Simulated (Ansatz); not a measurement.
Consider MoS2 (space group P6_3/mmc, No. 194; a = 3.149 Å, c = 12.089 Å; layered, stacked along the Cartesian z axis). Axes: x lies along a and z along c of the hexagonal cell.

Calculations: Ansatz (a first-principles code), PBE-D3(BJ), PAW, cutoff 420 eV, no spin-orbit coupling.

Before the change:

- Band gap: 0.77 eV
- Smallest direct gap: 1.70 eV
- Width of the top valence band: 1.69 eV
- Valence-band top at Γ: 0.00, -1.11, -1.29 eV

The change: the cell is stretched by 3.00 % along z with no lateral relaxation, atoms relaxed at fixed cell.

What does the calculation give for the band gap after the change?

The band gap increases by 0.172 eV to 0.95 eV.

How does this affect the energy relative to the base?

The energy rises by 2.5 meV/atom.

How does this affect the smallest direct gap?

The smallest direct gap increases by 0.03 eV, from 1.70 eV to 1.73 eV.

Estimate the effect on the width of the top valence band.

The width of the top valence band shrinks by 0.12 eV to 1.57 eV.

What does the calculation give for the valence-band top at Γ after the change?

The valence-band top at Γ (three highest levels, from the VBM) goes from 0.00, -1.11, -1.29 eV to 0.00, -1.14, -1.25 eV.

The cells carry an imposed strain or load. Whether these cells are dynamically stable was not tested.
